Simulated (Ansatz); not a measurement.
Levels about the gap of amorphous Zr₂₀O₃₇N₂ (59 atoms in a cell of 721 Å³, 5.63 g/cm³; zone centre alone, so wide bands show as single levels with stretches between that a denser mesh fills), at the geometry that PBE relaxed, where it gives -0.9 GPa on a denser mesh. Exact exchange is cut at the faces of this small cell, which leaves a finite-size error. The participation number counts the atoms over which a state spreads; weights are charges in smoothed Voronoi cells. The levels come from a single point, so bond lengths are those of that geometry. Method of the levels: HSE06, scalar-relativistic without spin-orbit coupling (Ansatz, an electronic-structure program). Sampling: the zone centre alone; Fermi-Dirac width 0.02 eV; no spin polarisation.

Preparation: random packing, a CHGNet melt and quench, and a DFT relaxation. O and N atoms were pushed apart under 1.9 Å during the dynamics, to hinder bonds among them. The hot cell started wider than the set density and was brought back towards it in steps. It is the lowest in DFT energy of 2 quenches. It is a model cell: composition and starting density were chosen by hand, and all elements were melted together. No dispersion term was used. Its density started from a set value of 5.37 and ended at 5.63 g/cm³. The quench (nominally 450 K/ps over its main leg) was far faster than any real one, so the model tends to hold more defects than a real film. Values belong to this one cell and scatter from quench to quench. The volume was free in the relaxation, at fixed shape. Stress components on the final sampling reach 2.4 GPa. On a 2×2×2 Γ-centred mesh force components of up to 0.13 eV/Å stay, since the relaxation ran on the zone centre alone. Cycles of charging lowered its energy after that relaxation.

```
E - E(highest filled), eV  filling  participation number        largest on  weight O  weight Zr  weight N
-------------------------  -------  --------------------  ----------------  --------  ---------  --------
-0.61                       filled                  16.8   O, 3 neighbours      0.92       0.05      0.03
-0.53                       filled                  13.8   O, 4 neighbours      0.89       0.05      0.06
-0.48                       filled                   8.6   N, 3 neighbours      0.58       0.11      0.31
-0.35                       filled                   4.9   N, 4 neighbours      0.42       0.12      0.46
-0.32                       filled                   4.8   N, 3 neighbours      0.38       0.13      0.49
-0.07                       filled                   5.8   N, 4 neighbours      0.43       0.12      0.45
0.00                        filled                   5.5   N, 4 neighbours      0.43       0.11      0.46
4.40                         empty                   8.7  Zr, 7 neighbours      0.35       0.64      0.01
4.64                         empty                  19.2  Zr, 7 neighbours      0.32       0.63      0.04
4.78                         empty                  17.6  Zr, 7 neighbours      0.32       0.67      0.01
4.90                         empty                  26.8  Zr, 6 neighbours      0.31       0.66      0.03
4.92                         empty                  16.4  Zr, 7 neighbours      0.33       0.66      0.02
4.96                         empty                  20.6  Zr, 6 neighbours      0.31       0.66      0.03
5.03                         empty                  25.6  Zr, 7 neighbours      0.33       0.65      0.02
```

Most localised among these is the filled level at -0.32 eV, on a N atom, which has 3 neighbours (Zr 2.05 Å, Zr 2.08 Å, Zr 2.12 Å).
